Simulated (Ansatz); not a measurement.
A constructed model of the (000-1) surface of 4H silicon carbide, C-terminated, (√3x√3)R30° Bi adatom at T4 (bottom of the slab: 3 H on 3 bottom sites)

Calculation: PBE (plane waves to 420 eV, PAW; Ansatz, a first-principles code).

Model: 28-atom slab, 11.8 Å thick at the start with caps and adatoms (thin: gaps and levels are the slab's own), 6x6x1 mesh, Fermi-Dirac 0.025 eV, dipole correction, 6 atoms held, the rest relaxed; start symmetry kept, larger cells not searched; no spin, no spin-orbit, no U. In PBE it is, or lies within 0.01 eV a 1x1 cell of, the lowest of the 2 structures of its composition computed so far; subsurface sites and larger cells were not tried.

```
Quantity                                                                   Value
-----------------------------------------------  -------------------------------
gap of the slab on its k-mesh                                            1.90 eV
highest filled level below the top vacuum level                          3.63 eV
energy released by relaxation                                            1.17 eV
cost                                             around 110 core-seconds (rough)
```
